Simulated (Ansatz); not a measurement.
## MgTe: thickness series

Start from MgTe in the wurtzite structure (space group P6_3mc, No. 186; a = 4.561 Å, c = 7.413 Å). Axes: x lies along a and z along c of the hexagonal cell.

Free-standing slabs (4 atom(s) a layer) normal to the y axis with 15 Å of vacuum; in-plane cell held at bulk.

Calculations: DFT with PBEsol, PAW potentials and a 420 eV plane-wave cutoff in Ansatz (a quantum-chemistry and plane-wave program), no spin-orbit coupling.

Notes on the quantities. excess energy per area of both faces: slab less bulk energy over the cell's area: twice a surface energy.

```csv
variant,change of the spacing d12 from its bulk value of 1.317 Å,band gap,excess energy per area of both faces
base,–,2.39 eV,–
1 layer,–,2.87 eV,–
2 layers,-22.7 %,2.49 eV,0.64 J/m²
3 layers,-21.8 %,2.45 eV,0.66 J/m²
4 layers,-21.8 %,2.41 eV,0.66 J/m²
```

The excess energy carries the mismatch between the slab's and the bulk's meshes. Spin-orbit coupling, missing from the scalar runs, can matter with Te. Whether these cells are dynamically stable was not tested.
